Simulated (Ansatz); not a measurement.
# Ru, response to strain

The reference is Ru in the hcp (Mg type) structure (space group P6_3/mmc, No. 194; a = 2.704 Å, c = 4.263 Å; relaxed with 0.1 eV smearing). Axes: x lies along a and z along c of the hexagonal cell.

Strains are applied to the cell and any free atomic positions relax.

Level of theory: DFT with r2SCAN, PAW potentials and a 500 eV plane-wave cutoff in Ansatz (a first-principles code), scalar-relativistic without spin-orbit coupling.

Notes on the quantities. energy relative to the base: free energy F; pressure: mean of the normal stresses, compression positive.

| change | energy relative to the base | volume per atom | pressure |
|---|---|---|---|
| base | 0 meV/atom | 13.50 Å³ | 0.0 GPa |
| uniaxial strain ε_zz = +0.50 % | +0.7 meV/atom | 13.57 Å³ | -1.7 GPa |
| uniaxial strain ε_zz = +1.00 % | +2.8 meV/atom | 13.63 Å³ | … |
| uniaxial strain ε_zz = +1.50 % | +6.2 meV/atom | 13.70 Å³ | -5.0 GPa |
| uniaxial strain ε_zz = +2.00 % | +11 meV/atom | 13.77 Å³ | … |
| uniaxial strain ε_zz = +2.50 % | … | 13.84 Å³ | … |
| uniaxial strain ε_zz = +3.00 % | +24 meV/atom | 13.90 Å³ | -9.4 GPa |

Task: What belongs in the blanks?

Result: 
- uniaxial strain ε_zz = +1.00 %, pressure: -3.4 GPa
- uniaxial strain ε_zz = +2.00 %, pressure: -6.5 GPa
- uniaxial strain ε_zz = +2.50 %, energy relative to the base: +17 meV/atom
- uniaxial strain ε_zz = +2.50 %, pressure: -8.0 GPa

No phonon test of stability was made. All final runs are without spin polarisation.
